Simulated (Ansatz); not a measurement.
Base system: KF in the rock salt structure (space group Fm-3m, No. 225; a = 5.307 Å). Axes: x, y, z lie along the cube axes.

Computed with Ansatz (a first-principles code), PBEsol, PAW, cutoff 420 eV, spin-orbit coupling left out.

For the base:

| Property | Value |
|---|---|
| Pressure | -0.01 GPa |

Perturbation: biaxial strain +0.83 %, plane normal [111], relaxed out of plane (Cartesian); in-plane vectors clamped, the third vector and the atoms free.

Task: Predict the new pressure.

Result: The pressure (mean of the normal stresses, compression positive) drops by 0.28 GPa, from -0.01 GPa to -0.29 GPa.

Task: Predict the new out-of-plane strain.

Result: The out-of-plane strain amounts to -0.79 %.

Stability against distortions was not tested.
